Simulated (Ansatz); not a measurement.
A relaxed cell of amorphous In16Zn8O32 (6.02 g/cm³) is scaled in volume and its atoms relax again. These are PBE, scalar-relativistic without spin-orbit coupling (plane waves to 420 eV, PAW; Ansatz, a first-principles code) values and carry that method's errors. Sampling: the zone centre alone; Fermi-Dirac width 0.02 eV; no spin polarisation.

Preparation: random packing, a CHGNet melt and quench, and a DFT relaxation. O atoms were pushed apart under 1.9 Å during the dynamics, to hinder bonds among them. The hot cell started wider than the set density and was brought back towards it in steps. It is the lowest in DFT energy of 2 quenches. It is a model cell: composition and starting density were chosen by hand, and all elements were melted together. No dispersion term was used. Its density started from a set value of 6.17 and ended at 6.02 g/cm³. The quench (nominally 420 K/ps over its main leg) was far faster than any real one, so the model tends to hold more defects than a real film. Values belong to this one cell and scatter from quench to quench. Volume and shape were free in the relaxation.

Neighbours within In-In 3.12 Å, In-Zn 2.90 Å, In-O 2.52 Å, Zn-Zn 2.68 Å, Zn-O 2.50 Å, O-O 1.58 Å count as bonded. Two cations that share two anions don't count as bonded, nor two that share one unless they lie closer than In-In 3.04 Å, In-Zn 2.82 Å, Zn-Zn 2.61 Å.

Unscaled, the mean coordination (metal atoms count anions alone where O, N, F or Cl are present) is In 5.25, Zn 4.25, O 3.69.

**Question.** Give density, energy change, pressure and coordination after each scaling.

**Answer.** 
| volume change | density (g/cm3) | energy change (meV/atom) | pressure (GPa) | coordination In | coordination Zn | coordination O |
|---|---|---|---|---|---|---|
| -9 % | 6.62 | +34 | 8.1 | 5.25 | 4.62 | 3.78 |
| -3 % | 6.21 | +4 | 3.0 | 5.25 | 4.25 | 3.69 |
